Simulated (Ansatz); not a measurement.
Consider GaN in the zinc blende structure (space group F-43m, No. 216; a = 4.455 Å).

The values are results of plane-wave PAW DFT at the LDA level (Ansatz, a program for electronic structure, 420 eV), spin-orbit coupling left out, not measurements.

Strains are applied to the cell and any free atomic positions relax.

One change was made to it. Results:

```tsv
quantity	base	after
valley order (the lowest conduction-band minima on the path, energy above the VBM, named in the base's zone)	Γ 1.96 eV; X along ⟨100⟩ 3.27 eV	Γ 2.35 eV; X along ⟨100⟩ 3.28 eV
pressure	0.00 GPa	14.00 GPa
hole mass (degenerate bands, along [100])	0.18, 0.85, 0.85 mₑ (at Γ)	0.21, 0.82, 0.82 mₑ (at Γ)
```

Problem. Name the change that was made.
A. isotropic strain +0.50 %
B. isotropic strain −0.50 %
C. isotropic strain −2.00 %
D. isotropic strain −3.00 %

Solution. C, isotropic strain −2.00 %. For comparison, the valley order in the other runs: isotropic strain −3.00 % gives Γ 2.55 eV; X along ⟨100⟩ 3.29 eV; isotropic strain −0.50 % gives Γ 2.05 eV; X along ⟨100⟩ 3.27 eV; isotropic strain +0.50 % gives Γ 1.86 eV; X along ⟨100⟩ 3.26 eV.

The levels and masses belong to the bands next to the band gap. Masses are band curvatures over ±0.01 Å⁻¹ around the edge. No phonon test of stability was made. This is not the structure that GaN has at room temperature and ambient pressure.
